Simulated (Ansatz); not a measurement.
A 32-atom cell of (Ge,Sn) started in the diamond structure, site fractions Ge 0.625, Sn 0.375, short-range order -0.07 among the nearest mixed sites of the first mixed sublattice (0 is random, a negative value favours unlike neighbours), space group P1 at the end. The mixed sublattice has 32 sites.

The mixing enthalpy is taken against the end members in the diamond type, relaxed in the same cell and mesh.

The numbers are results of PBE (plane waves to 420 eV, PAW; Ansatz, a first-principles code), not measurements. Scalar-relativistic, without spin–orbit coupling. Its k-point mesh 3×3×3, Fermi–Dirac width 0.01 eV.

| cell | energy at zero smearing (eV) |
|---|---|
| Ge | -137439.454 |
| Sn | -192774.776 |
| Sn3Ge5 | -158188.766 |

Work out the mixing enthalpy per mixed site and the interaction parameter Ω of a regular solution.

With x = 12/32 of the second end member, ΔH = [-158188.766 − 20/32 × (-137439.454) − 12/32 × (-192774.776)] / 32 = 44.8 meV against the separate end members. Ω = ΔH / x(1 − x) = 191 meV, which puts the top of the miscibility gap of this model at Ω / 2k = 1110 K.
